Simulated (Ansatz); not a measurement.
**A computed series for ScAl3: pressure series**

The parent structure is ScAl3 in the Cu3Au type structure (space group Pm-3m, No. 221).

```yaml
crystal:
  lattice:
    - [4.10550, 0.00000, 0.00000]
    - [0.00000, 4.10550, 0.00000]
    - [0.00000, 0.00000, 4.10550]
  atoms:
    - { symbol: Sc, position: [0.00000, 0.00000, 0.00000] }
    - { symbol: Al, position: [0.00000, 0.50000, 0.50000] }
    - { symbol: Al, position: [0.50000, 0.00000, 0.50000] }
    - { symbol: Al, position: [0.50000, 0.50000, 0.00000] }
```

Cell and atoms are relaxed at each pressure.

Computed with DFT with PBE, PAW potentials and a 420 eV plane-wave cutoff in Ansatz (an electronic-structure program), no spin-orbit coupling.

Notes on the quantities. enthalpy: H = E + PV relative to the base's energy.

```tsv
variant	volume per atom	enthalpy
base	17.30 Å³	–
pressure −2 GPa	17.73 Å³	-0.22 eV/atom
pressure −1 GPa	17.51 Å³	-0.11 eV/atom
pressure 0.9 GPa	17.13 Å³	+0.10 eV/atom
pressure 2.1 GPa	16.91 Å³	+0.22 eV/atom
pressure 4.5 GPa	16.51 Å³	+0.47 eV/atom
pressure 9 GPa	15.86 Å³	+0.93 eV/atom
pressure 15 GPa	15.16 Å³	+1.51 eV/atom
pressure 22.5 GPa	14.45 Å³	+2.20 eV/atom
pressure 30 GPa	13.86 Å³	+2.86 eV/atom
```

Load acts through the strain it causes; cell and atoms are relaxed under it. Stability against distortions was not tested. No other phases were tried under pressure. The final runs are not spin-polarised.
